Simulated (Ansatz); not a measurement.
**Bi2Se3: pressure 9 GPa**

Take Bi$_{2}$Se$_{3}$ in the Bi2Te3 type structure (space group R-3m, No. 166; a = 4.1444 Å, c = 28.4455 Å (hexagonal axes)) as the base.

It is then changed as follows: a hydrostatic pressure of 9 GPa.

All numbers come from PBE-D3(BJ) (Ansatz, an electronic-structure program), no spin-orbit coupling, earlier PAW set. k-mesh 9×9×9 (Γ-centred); smearing 0.05 eV (Fermi–Dirac).

```csv
quantity,base,changed,shift
volume per atom,28.21 Å³,24.48 Å³,-3.73 Å³
density,7.71 g/cm³,8.88 g/cm³,+1.17 g/cm³
lattice parameter a,4.144 Å,3.974 Å,-0.170 Å
c/a ratio,6.864,6.755,-0.1084
shortest interatomic distance,2.863 Å,2.796 Å,-0.067 Å
enthalpy H = E + PV relative to the base's energy,–,+1.46 eV/atom,–
band gap,0.16 eV,zero,–
```

Final structure:

```
CELL_PARAMETERS angstrom
      1.98709     1.14725     8.94878
     -1.98709     1.14725     8.94878
      0.00000    -2.29450     8.94878
ATOMIC_POSITIONS crystal
  Bi 0.40292 0.40292 0.40292
  Bi 0.59708 0.59708 0.59708
  Se 0.00000 0.00000 0.00000
  Se 0.20426 0.20426 0.20426
  Se 0.79574 0.79574 0.79574
```

Spin-orbit coupling, missing from the scalar runs, can matter with Bi. Load acts through the strain it causes; cell and atoms are relaxed under it. Stability against distortions was not tested. No other phases were tried under pressure. The final runs are not spin-polarised. Gaps under 0.05 eV, about the width of the smearing, are given as zero. A zero or small gap of Bi2Se3 can be the functional's error rather than a property of the material.
